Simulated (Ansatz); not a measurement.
Take CdS in the wurtzite structure (space group P6_3mc, No. 186; a = 4.164 Å, c = 6.767 Å) as the base. Axes: x lies along a and z along c of the hexagonal cell.

All numbers come from Kohn–Sham DFT with the r2SCAN functional, run in Ansatz (an electronic-structure program) with PAW and 500 eV plane waves, no SOC.

Strains are applied to the cell and any free atomic positions relax.

One change was made to it. Results:

The valence-band top at Γ (three highest levels, from the VBM) is still 0.00, 0.00, -0.04 eV; the energy is nearly the same; the band gap stays 1.63 eV; the pressure (mean of the normal stresses, compression positive) stays 0.00 GPa.

### Question
Which of these changes matches the shifts?
(A) strain tensor (xx, yy, zz, yz, xz, xy) = (−0.74, −0.21, −0.92, +0.92, +0.18, +0.26) %
(B) tensor shear ε_yz = +0.14 %
(C) uniaxial strain ε_zz = +0.76 %
(D) uniaxial strain ε_xx = −1.52 %

### Answer
B, tensor shear ε_yz = +0.14 %. For comparison, the valence-band top at Γ in the other runs: uniaxial strain ε_zz = +0.76 % gives 0.00, 0.00, -0.06 eV; uniaxial strain ε_xx = −1.52 % gives 0.00, -0.05, -0.09 eV; strain tensor (xx, yy, zz, yz, xz, xy) = (−0.74, −0.21, −0.92, +0.92, +0.18, +0.26) % gives 0.00, -0.01, -0.07 eV.

Whether these cells are dynamically stable was not tested.
